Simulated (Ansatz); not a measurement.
## MoN2 (P4/mbm, No. 127, 6 atoms in the cell; start mp-1080193): c axis length by level of theory

No measured value is used here.

```json
[
 {"level (code)": "LDA (Ansatz)", "value (Å)": "2.708"},
 {"level (code)": "PBE (Ansatz)", "value (Å)": "2.752"},
 {"level (code)": "PBEsol (Ansatz)", "value (Å)": "2.725"},
 {"level (code)": "r²SCAN (Ansatz)", "value (Å)": "2.740"}
]
```

LDA, PBE, PBEsol, r²SCAN: the relaxation could not lower the start's symmetry, so the cell can be a saddle point above a distorted one. Cutoffs differ between the levels. Ansatz's density-functional and Hartree–Fock values are scalar-relativistic unless marked +SOC, with PAW data made under PBE.

A start named mp-… is a Materials Project structure, which need not be a measured phase.

Ansatz is a quantum-chemistry and plane-wave program.
